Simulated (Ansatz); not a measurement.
Start from Sn in the diamond structure (space group Fd-3m, No. 227; a = 6.540 Å; relaxed with 0.1 eV smearing). Axes: x, y, z lie along the cube axes.

Level of theory: DFT with PBEsol, PAW potentials and a 420 eV plane-wave cutoff in Ansatz (a first-principles code), no spin-orbit coupling.

The change: biaxial strain +3.00 %, plane normal [001], relaxed out of plane (Cartesian); in-plane vectors clamped, the third vector and the atoms free.

**Question.** Predict the new ratio −ε⊥/ε∥ and energy relative to the base.

**Answer.** The ratio −ε⊥/ε∥ comes out as 1.03; the energy rises by 11 meV/atom.

Whether these cells are dynamically stable was not tested.
